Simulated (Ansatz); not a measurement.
**How far to go with zone-centre phonons against the mesh: Al₂Cu (I4/mmm, 3 atoms in the cell)**

```
Al2Cu
1.0
   -2.02018     2.02018     2.83684
    2.02018    -2.02018     2.83684
    2.02018     2.02018    -2.83684
Al Cu
2 1
Direct
  0.75000   0.25000   0.50000
  0.25000   0.75000   0.50000
  0.50000   0.50000   0.00000
```

Method: LDA (PW92), default PAW files made with PBE (plane waves; Ansatz, an electronic-structure program).

Base settings: basis.ecutwfc = 30.9 Ry; kpoints.mp_grid.grid = 11 11 11; hamiltonian.xc = lda; hamiltonian.pseudopotentials = {kind: paw} (the program's default PAW files); scf.occupations.method = gaussian; scf.occupations.width = 0.0073 Ry.

In this ladder: phonons.method = dfpt.

Frequencies are those of the unrelaxed cell, without the LO-TO term of polar crystals.

Only quantities that move along the ladder and can be compared are tabulated.

Core times come from one kind of shared machine, to one figure; runs under 30 s give none.

The starting cell comes from a database of computed structures (which also holds hypothetical and non-ambient phases and stackings), without a prior relaxation at this level. Its lattice was rescaled by up to half a per cent. Spin polarisation is off.

| kpoints.mp_grid.grid | highest zone-centre frequency (cm⁻¹) | lowest optical frequency (cm⁻¹) | core time / last (rough) |
|---|---|---|---|
| 3 3 3 | 267.1 | 187.1 | – |
| 4 4 4 | 308.0 | 267.7 | – |
| 5 5 5 | 313.2 | 267.3 | – |
| 6 6 6 | 285.1 | 262.9 | – |
| 7 7 7 | 297.9 | 264.1 | – |
| 9 9 9 | 267.5 | 255.6 | 0.03 |
| 14 14 14 | 288.2 | 262.2 | 0.1 |
| 17 17 17 | 293.3 | 262.3 | 0.2 |
| 21 21 21 | 287.7 | 262.5 | 0.4 |
| 26 26 26 | 292.2 | 262.3 | 1 |

Coarsest kpoints.mp_grid.grid that holds the highest zone-centre frequency within 10 cm⁻¹ of the last step, with all finer ones: 14 14 14, at about 0.1 of the last step's time; the step before is off by 25 cm⁻¹.

Coarsest kpoints.mp_grid.grid that holds the lowest optical frequency within 1 cm⁻¹ of the last step, with all finer ones: 14 14 14, at about 0.1 of the last step's time; the step before is off by 6.8 cm⁻¹.

Keys are those of Ansatz 0.2.
